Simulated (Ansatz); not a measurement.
**Report: zincblende GaAs (F-43m), hydrostatic pressure**

Cell and atoms are relaxed with r2SCAN to each stress (compression positive); bands and masses by r2SCAN with spin-orbit coupling, rigid bands (plane waves, PAW; Ansatz, a quantum-chemistry and plane-wave program).

GaAs is modelled in the cubic space group F-43m (No. 216), the zinc blende structure, Pearson symbol cF8. Conventional cell: a = b = c = 5.6664 Å, α = β = γ = 90.00°. Ga on 4a has 4 As at 2.454 Å (tetrahedral). As on 4d sees 4 Ga at 2.454 Å (tetrahedral). (Neighbours: up to the widest gap in distance over summed covalent radii, below 1.35, at either atom; cation-cation and far metal-metal contacts left out.)
(The calculation used a cell of 2 atoms; values per cell refer to that cell.)

```csv
stress (GPa),ln(V/V₀) (%),gap (eV),mean mₑ*
-2.00,2.95,0.625,0.046
0,0,0.858,0.058
2.00,-2.60,1.067,0.067
5.00,-6.01,1.347,0.113
10.00,-10.80,1.428,0.33
```

 Masses are conductivity masses at 300 K in electron masses, harmonic means over x, y and z.

Problem. Estimate the bulk modulus from the two loads next to zero.

Solution. B ≈ −Δp/Δln V = 4.00 GPa/5.55 % = 72 GPa (r2SCAN), a mean over this interval.

Problem. How fast does the gap move on either side of zero load?

Solution. Under tension, (0.625 − 0.858) eV over -2.00 GPa = 116 meV/GPa, or about -7.9 eV per unit ln V; under compression, (1.067 − 0.858) eV over 2.00 GPa = 104 meV/GPa, or about -8.0 eV per unit ln V. The two slopes part by 12 meV/GPa; gaps are resolved to about 0.01 eV, which allows 10 meV/GPa, so they differ. Between 5.00 and 10.00 GPa the mean electron mass goes from 0.113 to 0.33, the mark of other valleys taking the electrons.

Masses are those of dilute carriers in rigid bands with one relaxation time, without polarons. Third decimals of gaps are kept for the arithmetic. Every relaxation keeps the zincblende phase (space group F-43m under this load), so a transition, a distortion that breaks the symmetry or fracture can't show.
